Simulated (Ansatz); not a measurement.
The cell is built on a prototype and need not be the phase stable at ambient conditions.

By PBEsol, the system below comes out a metal.

The ballistic (Sharvin) conductance counts the channels at the Fermi level: G/A = (e²/h) × channels of both spins per area.

Here is the system:

```
CELL_PARAMETERS angstrom
      3.40547     0.00000     0.00000
      0.00000     3.40547     0.00000
      1.70274    -1.70274     2.40803
ATOMIC_POSITIONS crystal
  Be 0.25000 0.25000 0.50000
  Be 0.50000 0.50000 0.00000
```

Space group of this cell: Fd-3m, diamond. The cell was relaxed by PBE-D3(BJ); by PBEsol its mean pressure is 1.7 GPa.

The current flows along the normal of the first two printed cell vectors. No spin-orbit coupling; the value is a mean over 0.1 eV about the Fermi level.

Task: State the ballistic conductance per area according to PBEsol run with Ansatz (an electronic-structure program).

Result: 1.5 × 10¹⁵ S/m² for both spins.
